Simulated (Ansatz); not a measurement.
Where the default PAW files enter, the runs use the earlier of Ansatz's two default sets.

By PBEsol, the system below comes out a metal.

A figure of merit of an interconnect metal is its ballistic conductance per area.

```
CELL_PARAMETERS angstrom
      3.14837     0.00000     0.00000
      0.00000     3.14837     0.00000
      1.57419    -1.57419     2.22623
ATOMIC_POSITIONS crystal
  Nb 0.50000 0.50000 0.00000
  N  0.00000 0.00000 0.00000
```

Space group of this cell: Fm-3m, rock salt. The cell is taken as given; by PBEsol its mean pressure is -14.7 GPa.

The current flows along the normal of the first two printed cell vectors, the (001) plane of the conventional cell. No spin-orbit coupling; the value is a mean over 0.1 eV about the Fermi level.

### Question
Compute, with PBEsol (Ansatz, a quantum-chemistry and plane-wave program), the ballistic conductance per area.

### Answer
1.5 × 10¹⁵ S/m² for both spins.
